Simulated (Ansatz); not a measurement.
The reference is GeSe (space group P6_3mc, No. 186; a = 4.710 Å, c = 5.685 Å; a hypothetical phase, not in the database extracts checked).

Levels (all Ansatz, a first-principles code, PAW): PBEsol (420 eV, no spin-orbit coupling); HSE06 (420 eV, without spin-orbit coupling).

The geometry is relaxed with PBEsol.

| Property | Result |
|---|---|
| PBEsol lowest conduction level above the VBM at special points | Γ 0.64 eV; H 0.89 eV; L 0.96 eV |

Task: What does HSE06 give at this geometry for the lowest conduction level above the VBM at special points?

Result: The lowest conduction level above the VBM at special points becomes Γ 1.01 eV; H 1.27 eV; L 1.36 eV (PBEsol: Γ 0.64 eV; H 0.89 eV; L 0.96 eV).

Single points use the geometry relaxed with PBEsol. HSE06 was sampled on its mesh, a few special points and the semilocal edge points, so its gap is an upper bound. The levels and masses belong to the bands next to the band gap. Whether these cells are dynamically stable was not tested.
